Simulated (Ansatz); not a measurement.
The reference is Ti₃Al (space group P6_3/mmc, No. 194; a = 5.747 Å, c = 4.632 Å).

The values are results of r2SCAN (Ansatz, an electronic-structure program), spin-orbit coupling left out, earlier PAW set, not measurements.

One change was made to it. Results:

The density goes up by 0.14 g/cm³ (4.28 g/cm³ → 4.42 g/cm³); the band gap remains zero; the shortest interatomic distance shrinks by 0.060 bohr to 5.256 bohr; the c/a ratio stays essentially unchanged (0.806 against 0.807).

Task: What was done to the base?
A) pressure 18 GPa
B) pressure 9 GPa
C) pressure 4.2 GPa
D) pressure 45 GPa
E) pressure 30 GPa

Result: C, pressure 4.2 GPa. For comparison, the density in the other runs: pressure 45 GPa gives 5.45 g/cm³; pressure 18 GPa gives 4.82 g/cm³; pressure 30 GPa gives 5.12 g/cm³; pressure 9 GPa gives 4.57 g/cm³.

Load acts through the strain it causes; cell and atoms are relaxed under it. No phonon test of stability was made. Competing high-pressure phases were not computed. All final runs are without spin polarisation.
